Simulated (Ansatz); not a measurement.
Input and output of a self-consistent single point for Rb3Cd (Pm-3m, 4 atoms in the cell) (Ansatz, a first-principles code).

Method: PBEsol, PAW files made with PBE (plane waves; Ansatz).

```yaml
crystal:
  lattice:
    - [6.43244, 0.00000, 0.00000]
    - [0.00000, 6.43244, 0.00000]
    - [0.00000, 0.00000, 6.43244]
  atoms:
    - { symbol: Rb, position: [0.00000, 0.50000, 0.50000] }
    - { symbol: Rb, position: [0.50000, 0.00000, 0.50000] }
    - { symbol: Rb, position: [0.50000, 0.50000, 0.00000] }
    - { symbol: Cd, position: [0.00000, 0.00000, 0.00000] }
```

Reference input (self-consistent single point, DFT, PBEsol, plane waves, PAW files made with PBE): basis.ecutwfc = 420 eV; kpoints.mp_grid.grid = 4 4 4; hamiltonian.xc = pbesol; hamiltonian.pseudopotentials = {kind: paw} (the program's default PAW files); scf.occupations.method = fermi_dirac; scf.occupations.width = 0.1 eV. This run's input differs from it in these lines:

Ansatz 0.2 input:
```diff
@@ -13,3 +13,3 @@
 kpoints:
-  mp_grid: { grid: [4, 4, 4] }
+  mp_grid: { grid: [6, 6, 6] }
 hamiltonian:
```

Log, with long lists cut:

```
SCF iter   1: F=—  HF=-17837.807246 eV  |F-HF|=—  |Δ(HF+E_count)|=         —  Δρ=4.24e-2  dr2=1.03e1  ethr=3.10e-3  ⟨swp⟩=9.0  Hψ=5946  notcnv=0  defer=2
all-band conjugate gradients solve this SCF's bands
automatic band count: the SCF goes on with 34 bands, as 29 were too few: the levels above may hold too much charge
preconditioner: auto → Kerker (q_TF=auto, 2.044 Å⁻¹)
   [... lines left out ...]
SCF iter   7: F=—  HF=-17834.732644 eV  |F-HF|=—  |Δ(HF+E_count)|=   1.59e-5  Δρ=5.88e-5  dr2=3.95e-5  ethr=6.00e-7  ⟨swp⟩=2.4  Hψ=850  notcnv=0  defer=5
SCF iter   8: F=—  HF=-17834.732615 eV  |F-HF|=—  |Δ(HF+E_count)|=   2.92e-5  Δρ=1.75e-5  dr2=2.20e-6  ethr=8.40e-8  ⟨swp⟩=1.6  Hψ=700  notcnv=0  defer=5
SCF iter   9: F=—  HF=-17834.732615 eV  |F-HF|=—  |Δ(HF+E_count)|=   2.59e-7  Δρ=4.68e-6  dr2=1.06e-7  ethr=4.68e-9  ⟨swp⟩=2.1  Hψ=784  notcnv=0  defer=5
SCF iter  10: F=-17834.732615 eV  HF=-17834.732615 eV  |F-HF|=4.92e-9  |Δ(HF+E_count)|=   7.57e-8  Δρ=1.36e-6  dr2=6.80e-9  ethr=2.13e-10  ⟨swp⟩=9.4  Hψ=3363  notcnv=0
SCF 1 converged in 10 iterations: F = -17834.732615 eV  dr2 = 6.80e-9
Free energy (F): -17834.732615 eV
Internal energy: -17834.641935 eV  (E = F + TS)
E sigma→0 (E₀):  -17834.687275 eV
Entropy (-TS):   -0.090681 eV (-22.670 meV/atom)
Fermi energy:    3.210678 eV
--- Forces (eV/Å), atoms counted from 1 ---
  atom   1  Rb    -0.00000000     0.00000000    -0.00000000
   [... zero for the other atoms too ...]
--- Stress (GPa, compression-positive) ---
       -0.475979      -0.000000       0.000000
        0.000000      -0.475979       0.000000
        0.000000       0.000000      -0.475979
  P = ⅓ Tr σ = -0.4760 GPa (-4.760 kbar)
  The stress holds the Pulay correction. Without it, at fixed plane waves, as pw.x and ABINIT print it: P = -0.4780 GPa
```

The run converged in 10 iterations. Against the reference run the free energy falls by 7.4 meV/atom and the pressure hardly changes (-0.45 to -0.48 GPa).

The starting cell comes from a database of computed structures (which also holds hypothetical and non-ambient phases and stackings), without a prior relaxation at this level. Its lattice was rescaled by a random factor within 2.5 % of one. Ansatz's pressure includes its estimate of the finite-basis (Pulay) stress.
